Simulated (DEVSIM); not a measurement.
Structure: abrupt GaAs n-p junction, at 250 K.

Layer 1 from the left is GaAs, thickness (μm) 0.290, Nd (cm⁻³) 1.2e17, τn (s) 2e-9, τp (s) 2e-9. Layer 2 from the left is GaAs, thickness (μm) 190, Na (cm⁻³) 3e15, τn (s) 2e-9, τp (s) 2e-9.

Left contact: ohmic. Right contact: ohmic. Voltage is applied to the left contact. Recombination: SRH at mid-gap, Auger. Mobility is constant in doping.

The device is made up for the run: typed textbook-type constants, with dimensions and the other settings drawn at random. Values at 300 K; Nc and Nv go as T^1.5, mobilities as T to minus their exponent, the gap by Varshni's rule with the affinity fixed.

GaAs: gap (eV) 1.424, affinity (eV) 4.07, permittivity 12.9, Nc (cm⁻³) 4.7e17, Nv (cm⁻³) 9e18, μn (cm²/Vs) 8500, μp (cm²/Vs) 400, T exponent of μn 2.1, T exponent of μp 2.2, Cn (cm⁶/s) 1e-30, Cp (cm⁶/s) 1e-30, Varshni α (eV/K) 0.000541, Varshni β (K) 204.

**Question.** Estimate by hand the built-in potential, the peak field at zero bias, the capacitance at 6 V, and compare with a numerical solution.

**Answer.** 
- Built-in potential: ni = √(Nc Nv) exp(−Eg/2kT) = 4150 cm⁻³ with Eg = 1.446 eV; Vbi = kT/q ln(Na Nd/ni²) = 1.256 V; numerical 1.256 V.
- Peak field at zero bias: depletion approximation: W = √(2εVbi/(qN)) = 0.782 μm with N = 2.93e15 cm⁻³; field = 2Vbi/W = 32100 V/cm; numerical 32600 V/cm (estimate below by 1.5 %).
- Capacitance at 6 V: C = √(qεN / 2(Vbi + |V|)) = 6.08 nF/cm²; numerical 6.09 nF/cm².

Model (solved in DEVSIM): 1D drift-diffusion, Boltzmann statistics, complete ionisation; no tunnelling, impact ionisation, image-force lowering or self-heating.
